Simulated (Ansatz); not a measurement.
# GaN, pressure series

Base system: GaN in the zinc blende structure (space group F-43m, No. 216).

```xyz
2
Lattice="0.0000 2.2743 2.2743 2.2743 0.0000 2.2743 2.2743 2.2743 0.0000" Properties=species:S:1:pos:R:3 pbc="T T T"
N      3.4114     3.4114     3.4114
Ga     0.0000     0.0000     0.0000
```

Cell and atoms are relaxed at each pressure.

All numbers come from PBE (Ansatz, a quantum-chemistry and plane-wave program; PAW; 420 eV plane waves; no SOC).

Notes on the quantities. enthalpy: H = E + PV relative to the base's energy.

```tsv
case	band gap	enthalpy	lattice parameter a
base	1.54 eV	–	4.549 Å
pressure −2 GPa	1.46 eV	-0.15 eV/atom	4.567 Å
pressure −1 GPa	1.50 eV	-0.07 eV/atom	4.557 Å
pressure 1.8 GPa	1.61 eV	+0.13 eV/atom	4.533 Å
pressure 4.2 GPa	1.69 eV	+0.30 eV/atom	4.514 Å
pressure 9 GPa	1.84 eV	+0.64 eV/atom	4.478 Å
pressure 18 GPa	2.09 eV	+1.26 eV/atom	4.419 Å
pressure 30 GPa	…	+2.05 eV/atom	…
pressure 45 GPa	2.67 eV	+3.00 eV/atom	4.287 Å
pressure 60 GPa	2.92 eV	+3.90 eV/atom	4.231 Å
```

### Question
Fill in the withheld entries from the trend.

### Answer

- pressure 30 GPa, band gap: 2.38 eV
- pressure 30 GPa, lattice parameter a: 4.354 Å

Load acts through the strain it causes; cell and atoms are relaxed under it. Whether these cells are dynamically stable was not tested. Tetrahedral semiconductors of this kind turn to denser phases somewhere between about 1 and 50 GPa; those were not computed, so compressed cells here can lie past the real transition. This is not the structure that GaN has at room temperature and ambient pressure.
